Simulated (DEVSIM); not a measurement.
System: abrupt Si n-p junction, at 250 K.

```csv
layer (left to right),material,thickness (μm),Nd (cm⁻³),Na (cm⁻³),τn (s),τp (s)
1,Si,0.810,4.1e15,-,5.9e-7,5.9e-7
2,Si,17.0,-,7.7e15,5.9e-7,5.9e-7
```

Left contact: ohmic. Right contact: ohmic. Voltage is applied to the left contact. Recombination: SRH at mid-gap, radiative. Mobility is μmin + (μ − μmin)/(1 + (N/Nref)^α).

The device is made up for the run: typed textbook-type constants, with dimensions and the other settings drawn at random. Values at 300 K; Nc and Nv go as T^1.5, mobilities as T to minus their exponent, the gap by Varshni's rule with the affinity fixed.

```csv
parameter,Si
gap (eV),1.124
affinity (eV),4.05
permittivity,11.7
Nc (cm⁻³),2.86e19
Nv (cm⁻³),3.1e19
μn (cm²/Vs),1417
μp (cm²/Vs),470
"μn,min",52
"μp,min",45
"Nref,n",9.7e16
"Nref,p",2.2e17
αn,0.68
αp,0.72
T exponent of μn,2.3
T exponent of μp,2.2
B (cm³/s),4.7e-15
Varshni α (eV/K),0.000473
Varshni β (K),636
```

Simulated with DEVSIM: 1D drift-diffusion, Boltzmann statistics, complete ionisation; no tunnelling, impact ionisation, image-force lowering or self-heating.

The thickness of layer 1 was swept, all else fixed.

| thickness of layer 1 (μm) | dark forward voltage at 100 A/cm² (V) | largest field in the device at zero bias (V/cm) | dark forward voltage at 1 A/cm² (V) |
|---|---|---|---|
| 0.16 | 0.909 | 30000 | 0.603 |
| 0.28 | 0.907 | 26000 | 0.627 |
| 0.49 | 0.899 | 25000 | 0.646 |
| 0.81 | 0.892 | 25000 | 0.660 |
| 1.4 | 0.883 | 25000 | 0.673 |
| 2.4 | 0.877 | 25000 | 0.683 |
| 4.1 | 0.875 | 25000 | 0.692 |

From the first row to the last the dark forward voltage at 100 A/cm² goes from 0.909 to 0.875. From the first row to the last the largest field in the device at zero bias goes from 30000 to 25000.
